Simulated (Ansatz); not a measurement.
The reference is AlBO3 (space group R-3c, No. 167; a = 4.4753 Å, c = 13.7376 Å (hexagonal axes)). Axes: x lies along a and z along c of the hexagonal cell.

The values are results of PBEsol (Ansatz, a first-principles code, PAW, no spin-orbit coupling), not measurements.

It is then changed as follows: an isotropic linear strain of +2.40 %; the atoms relax in the strained cell.

### Question
Predict the stress tensor and what it implies for the stiffness.

### Answer
Stress of the strained cell less that of the base (GPa, compression positive):
```
 -15.14    0.00    0.00
   0.00  -15.14    0.00
   0.00    0.00  -10.38
```

Then B = −ΔP/(ΔV/V₀) with ΔV/V₀ = 0.0737 gives secant stiffness values (nonlinear terms included at this strain): B (at held cell shape, above the free-shape value) ≈ 184 GPa.

As a check, the harmonic strain energy −½ V₀ Δσ:ε is 24 meV/atom; the computed energy rise is 26 meV/atom.

No phonon test of stability was made.
